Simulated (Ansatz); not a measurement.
Point defects in BeTe

Start from an 8-atom supercell of BeTe in the zinc blende structure (space group F-43m, No. 216; a = 5.6569 Å) at its relaxed geometry.

One neutral defect a cell, atoms relaxed at fixed cell.

All numbers come from r2SCAN (Ansatz, a quantum-chemistry and plane-wave program; PAW; 500 eV plane waves; scalar-relativistic without spin-orbit coupling).

```tsv
variant	pressure	largest displacement of a host atom from its site in the perfect cell
perfect supercell	0.0 GPa	–
Be interstitial (started 2.45 Å from the nearest host atom)	3.5 GPa	0.52 Å
H interstitial (started 2.45 Å from the nearest host atom), symmetric start	1.1 GPa	0.01 Å
Li interstitial (started 2.31 Å from the nearest host atom)	___	___
W on a Te site, symmetric start	-0.6 GPa	0.04 Å
Be on a Te site (antisite), symmetric start	-2.9 GPa	0.00 Å
```

Q: Complete the table.

A: 
- Li interstitial (started 2.31 Å from the nearest host atom), pressure: 3.3 GPa
- Li interstitial (started 2.31 Å from the nearest host atom), largest displacement of a host atom from its site in the perfect cell: 0.08 Å

Other magnetic orders, which the real material may have, were not ruled out. The cell is small, so the values are those of an ordered compound at a high defect concentration; dilute-limit values will differ. The mesh was chosen for an insulator and is coarse for the gapless case. Defects with a symmetric start kept the site's symmetry and may sit on a saddle; the others started slightly shaken. Starting moments died away, wholly or in part, for Be interstitial (started 2.45 Å from the nearest host atom) and Li interstitial (started 2.31 Å from the nearest host atom); another magnetic solution may exist.
